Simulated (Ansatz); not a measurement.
Defect migration in monoclinic HfO2: interstitial Y, charge state +3. The step: Y moves alone to another site; the atom moves 1.38 Å along (0.25, -0.07, 0.12) of the unit cell; the moving atom starts with neighbours Hf at 2.69; 2 O at 2.10, O at 2.19, O at 2.21, O at 2.25, O at 2.44, O at 2.60 Å and ends with Hf at 2.69; 2 O at 2.10, O at 2.19, O at 2.21, O at 2.25, O at 2.44, O at 2.60 Å. DFT values are from Ansatz (plane-wave PAW, 420 eV unless said) in a cell of 96 host sites, spin-restricted, static, with no finite-size correction. The charge state is imposed; whether it is stable for some Fermi level was not computed. Sites that were not tried may lie lower. For the PBE band: the saddle point's order was not checked, and it lies on a symmetry element of the cell, where a band can be held.

| Level | Forward barrier (eV) | Cost of the band or of the saddle's single point |
|---|---|---|
| CHGNet universal potential (has no charge state), its own band | 0.37 | - |
| PBE, the Γ point alone, band relaxed | 0.57 | around 40 core-minutes (rough) |
| PBE, a 2×2×2 k-point mesh shifted by half a step, same geometries | 0.57 | very roughly 14 core-minutes |
| r2SCAN at 500 eV, the Γ point alone, same geometries | 0.65 | very roughly 3 core-minutes |

Ansatz is a program for electronic structure.
